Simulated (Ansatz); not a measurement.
Fluorite CoSi2

Computed with rVV10 in Ansatz (PAW).

Run with plane-wave cutoff 500 eV, 12×12×12 k mesh, Fermi–Dirac smearing 0.05 eV, no spin polarisation, scalar-relativistic PAW data made under PBE.

Cell (relaxed at this level):

```
CELL_PARAMETERS angstrom
      0.00000     2.69201     2.69201
      2.69201     0.00000     2.69201
      2.69201     2.69201     0.00000
ATOMIC_POSITIONS crystal
  Co 0.00000 0.00000 0.00000
  Si 0.25000 0.25000 0.25000
  Si 0.75000 0.75000 0.75000
```

```yaml
equilibrium_volume_per_atom: 13.01 Å³/atom
lattice_constant_a: 5.384 Å
```

Measured, for comparison: equilibrium volume per atom 12.87 Å³/atom, lattice constant a 5.365 Å (room temperature, no zero-point or thermal correction; as tabulated in Hegde and Bowen (2014), arXiv:1405.1317). Computed (rounded) less measured: equilibrium volume per atom +1.1 %, lattice constant a +0.4 %.

Static lattice: no zero-point or thermal effects.

It cost roughly 30 core-seconds of CPU time.

Ansatz is a program for electronic structure.
